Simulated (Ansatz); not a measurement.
Take AlRu in the CsCl type structure (space group Pm-3m, No. 221; a = 2.9545 Å; relaxed with 0.1 eV smearing) as the base. Axes: x, y, z lie along the cube axes.

The values are results of LDA, PAW, 420 eV (Ansatz, an electronic-structure program; no SOC), not measurements.

One thing is altered: tensile biaxial strain of 0.50 % in the plane normal to [001], as in epitaxy on a mismatched substrate; the out-of-plane cell vector and the atoms relax.

### Question
Predict the new energy relative to the base and in-plane stress.

### Answer
The energy goes up by 0.7 meV/atom; the mean in-plane stress (compression positive) is -1.8 GPa.

Stability against distortions was not tested. The final runs are not spin-polarised.
